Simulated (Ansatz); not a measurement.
HfO2 (model structure, started from the 3R-MoS2 type, R3m, No. 160, 3 atoms in the cell) was calculated with LDA (PAW; Ansatz, a first-principles code).

Numerical settings: plane-wave cutoff 520 eV, 14×14×14 k mesh, Fermi–Dirac smearing 0.01 eV, scalar-relativistic PAW data made under PBE.

Cell (relaxed at this level):

```yaml
crystal:
  lattice:
    - [1.53383, 0.88556, 4.63549]
    - [-1.53383, 0.88556, 4.63549]
    - [0.00000, -1.77111, 4.63549]
  atoms:
    - { symbol: Hf, position: [0.99964, 0.99964, 0.99964] }
    - { symbol: O, position: [0.74903, 0.74903, 0.74903] }
    - { symbol: O, position: [0.58463, 0.58463, 0.58463] }
```

What does this level give for the band gap, direct gap at Γ and bulk modulus B0?


- band gap: 1.21 eV (on the SCF k mesh)
- direct gap at Γ: 2.62 eV
- bulk modulus B0: 37.0 GPa

Note: the bulk modulus is −V dP/dV from two relaxed cells at ±2 % in volume; the relaxation could raise the start's symmetry but not lower it, so the cell can be a saddle point.

Spin–orbit coupling is not included.

Computed values are for the static lattice.

A model structure was made by putting elements into a prototype or built by hand; it is no filed structure, need not be a known phase, and can be a saddle point held by its symmetry.
